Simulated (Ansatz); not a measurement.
Results of PBEsol (Ansatz, a quantum-chemistry and plane-wave program, plane waves, PAW) for CsCl-type PdIn.

A relaxed, unreconstructed slab of the (110) face has 12 atoms, two equal faces of 14.917 Å² each and an energy of -74596.9619 eV. A bulk cell of 4 atoms with the same orientation and in-plane k mesh has -24866.2430 eV. Energies are extrapolated to zero smearing.

Run with plane-wave cutoff 500 eV, 18×12×1 k mesh (along the axes of the cell as run), Fermi–Dirac smearing 0.1 eV, scalar-relativistic PAW data made under PBE.

Worked out: γ = (E_slab − N E_bulk per atom)/2A = [-74596.9619 − 12 × (-24866.2430/4)]/(2 × 14.917) = 0.0592 eV/Å². With 16.022 J/m² per eV/Å² this is 0.95 J/m², or 0.88 eV per surface cell and face.
